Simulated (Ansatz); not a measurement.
**Amorphous Sn₁₂Sb₂₄Te₁₂**

It comes from a melt-quench run on a machine-learned potential (CHGNet), relaxed afterwards by DFT. The hot cell started wider than the set density and was brought back towards it in steps. It is the lowest in DFT energy of 3 quenches. It is a model cell: composition and starting density were chosen by hand, and all elements were melted together. The geometry includes D3(BJ) dispersion.

The numbers are results of PBE-D3(BJ), scalar-relativistic without spin-orbit coupling, PAW (Ansatz default set, large-core Te) (plane waves to 420 eV; Ansatz, a first-principles code), not measurements. Geometry, pressure, stress and energy are those of the PBE run. Its sampling: a 2×2×2 Γ-centred mesh; Fermi-Dirac width 0.05 eV; no spin polarisation. The levels at the Fermi energy are partly filled. A closed spacing in one fast-quenched cell at PBE doesn't show the material to be a metal.

```json
{
 "number_of_atoms_in_the_cell": "48",
 "Density (volume relaxed, with D3(BJ))": "6.87 g/cm³",
 "volume_per_atom": "29.60 Å³",
 "Pressure on a 2×2×2 Γ-centred mesh": "0.65 GPa",
 "Largest force and stress component on that mesh (the relaxation ran on one k-point at (1/4, 1/4, 1/4))": "0.36 eV/Å and 0.9 GPa",
 "Energy relative to rhombohedral Sb + SnTe (Fm-3m) (lowest mix at this level among the phases computed, not always the ambient ones)": "20.3 kJ/mol of atoms",
 "Gap on a 2×2×2 Γ-centred mesh (PBE)": "within the smearing (under twice its width)"
}
```

Neighbours within Sn-Sn 3.34 Å, Sn-Sb 3.44 Å, Sn-Te 3.42 Å, Sb-Sb 3.34 Å, Sb-Te 3.40 Å, Te-Te 3.31 Å count as bonded.

```json
{
  "Mean coordination of Sn": "5.83 (3 with 5, 8 with 6, 1 with 7)",
  "Mean coordination of Sb": "5.50 (2 with 4, 10 with 5, 11 with 6, 1 with 8)",
  "Mean coordination of Te": "4.67 (5 with 4, 6 with 5, 1 with 6)",
  "Mean Sb-Sb bond": "3.062 Å (spread 0.106 Å, 33 counted)",
  "Mean Sn-Sb bond": "3.159 Å (spread 0.125 Å, 41 counted)"
}
```

Its density started from a set value of 6.48 g/cm³. The quench (nominally 79 K/ps over its main leg) was far faster than any real one, so the model tends to hold more defects than a real film. A cell of this size samples the disorder only roughly. Volume and shape were free in the relaxation. Stress components on the final sampling reach 0.9 GPa. On a 2×2×2 Γ-centred mesh force components of up to 0.36 eV/Å stay, since the relaxation ran on one k-point at (1/4, 1/4, 1/4).
